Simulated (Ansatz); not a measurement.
Base system: Na3Sb (space group P6_3/mmc, No. 194; a = 5.312 Å, c = 9.453 Å).

Computed with PBEsol/PAW in Ansatz (an electronic-structure program), without spin-orbit coupling.

Strains are applied to the cell and any free atomic positions relax.

One change was made to it. Results:

```json
[
 {"quantity": "pressure (mean of the normal stresses, compression positive)", "base": "0.00 GPa", "after": "-0.83 GPa"},
 {"quantity": "mean gap deformation potential ΔEg/Δln V", "base": "–", "after": "-2.3 eV"},
 {"quantity": "electron mass", "base": "0.076 mₑ along c, 0.061 mₑ across (at Γ)", "after": "0.069 mₑ along c, 0.049 mₑ across (at Γ)"}
]
```

Task: Which of these changes matches the shifts?
(A) isotropic strain +0.75 %
(B) isotropic strain +1.50 %
(C) isotropic strain +3.00 %
(D) isotropic strain +2.25 %

Result: B, isotropic strain +1.50 %. For comparison, the electron mass in the other runs: isotropic strain +2.25 % gives 0.065 mₑ along c, 0.043 mₑ across (at Γ); isotropic strain +3.00 % gives 0.061 mₑ along c, 0.038 mₑ across (at Γ); isotropic strain +0.75 % gives 0.072 mₑ along c, 0.055 mₑ across (at Γ).

Spin-orbit coupling, missing from the scalar runs, can matter with Sb. Masses are band curvatures over ±0.01 Å⁻¹ around the edge. Stability against distortions was not tested.
